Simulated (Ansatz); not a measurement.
Consider the following.

```xyz
14
Lattice="3.5373 0.0000 0.0000 0.0000 11.5135 0.0000 0.0000 0.0000 4.3660" Properties=species:S:1:pos:R:3 pbc="T T T"
V      0.0000     1.7107     3.8751
V      0.0000     9.8029     3.8751
V      1.7686     4.0461     0.4908
V      1.7686     7.4674     0.4908
O      0.0000     0.0000     4.3377
O      1.7686     5.7568     0.0283
O      0.0000     1.6842     2.2972
O      0.0000     9.8293     2.2972
O      1.7686     4.0725     2.0688
O      1.7686     7.4410     2.0688
O      1.7686     2.0903     4.3389
O      1.7686     9.4232     4.3389
O      0.0000     3.6664     0.0271
O      0.0000     7.8471     0.0271
```

Calculation: PBEsol, rigid bands (plane waves, PAW, scalar-relativistic; Ansatz, a program for electronic structure). Geometry: cell and atoms relaxed with PBEsol.

Predict the hole conductivity mass (n e² τ/σ) at 300 K, by direction if it differs.

6.0 (x), 19.8 (y), 1.44 (z) mₑ.

Predict the electron conductivity mass (n e² τ/σ) at 300 K, by direction if it differs.

1.76 (x), 3.2 (y), 7.3 (z) mₑ.

And the band gap?

1.82 eV at this level; semilocal functionals usually fall short of the measured gap.

Rigid bands, one relaxation time for all states, no polarons. Spin-orbit coupling is left out; where it splits the top of the valence band it changes the hole mass and lowers the gap by about a third of the splitting.

Formula and space group known from diffraction (Crystallography Open Database), not checked to be the room-temperature form: V2O5 (Pmmn). Treated as nonmagnetic, magnetic states not searched for: V2O5 (Pmmn).
